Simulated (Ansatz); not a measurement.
The parent structure is Cs$_{2}$AgBiBr$_{6}$ (space group Fm-3m, No. 225; a = 10.996 Å). Axes: x, y, z lie along the cube axes.

Computed with DFT with LDA, PAW potentials and a 420 eV plane-wave cutoff in Ansatz (a quantum-chemistry and plane-wave program), no SOC.

Base values:

| Quantity | Result |
|---|---|
| Band gap | 0.94 eV |
| Volume per atom | 33.24 Å³ |

It is then changed as follows: tensile biaxial strain of 2.25 % in the plane normal to [001], as in epitaxy on a mismatched substrate; the out-of-plane cell vector and the atoms relax.

Task: How does this affect the band gap?

Result: The band gap shrinks by 0.10 eV (0.94 eV → 0.84 eV).

Task: Predict the new in-plane stress.

Result: The mean in-plane stress (compression positive) amounts to -1.2 GPa.

Task: What happens to the volume per atom?

Result: The volume per atom goes up by 1.01 Å³ to 34.25 Å³.

With Bi present, leaving out spin-orbit coupling can change the band edges. No phonon test of stability was made.
